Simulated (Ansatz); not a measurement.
# HfS2: uniaxial strain ε_xx = +2.00 %

The reference is HfS2 in the CdI2 type structure (space group P-3m1, No. 164; a = 3.547 Å, c = 5.577 Å; layered, stacked along the Cartesian z axis). Axes: x lies along a and z along c of the hexagonal cell.

It is then changed as follows: uniaxial strain ε_xx = +2.00 %, all other strain components held at zero; the atoms relax in the strained cell.

Computed with DFT with PBEsol-D3(BJ), PAW potentials and a 420 eV plane-wave cutoff in Ansatz (a program for electronic structure), no SOC. k-mesh 11×11×6 (Γ-centred); smearing 0.05 eV (Fermi–Dirac).

The space group becomes C2/m (No. 12) (base: P-3m1 (No. 164)) and the shortest interatomic distance hardly moves (2.516 Å against 2.515 Å). The energy increases by 3.7 meV/atom and the band gap goes up by 0.076 eV (0.45 eV → 0.52 eV). The gap character amounts to indirect, Γ → L₂ and the smallest direct gap stays essentially unchanged (1.50 eV against 1.49 eV). The valence-band top at Γ (three highest levels, from the VBM) changes from 0.00, -0.29, -0.29 eV to 0.00, -0.29, -0.41 eV and the largest internal atomic displacement comes out as 0.018 Å. The stress (xx, yy, zz, yz, xz, xy; compression positive) is (-2.91, -0.55, -0.23, -0.08, 0.00, 0.00) GPa.

Final structure:

```
CELL_PARAMETERS angstrom
      3.61842     0.00000     0.00000
     -1.80921     3.07220     0.00000
      0.00000     0.00000     5.57685
ATOMIC_POSITIONS crystal
  Hf 0.00000 0.00000 0.00000
  S  0.66504 0.33009 0.25916
  S  0.33496 0.66991 0.74084
```

With Hf present, leaving out spin-orbit coupling can change the band edges. Stability against distortions was not tested. Labels are those of the standard path for the cell's own space group.
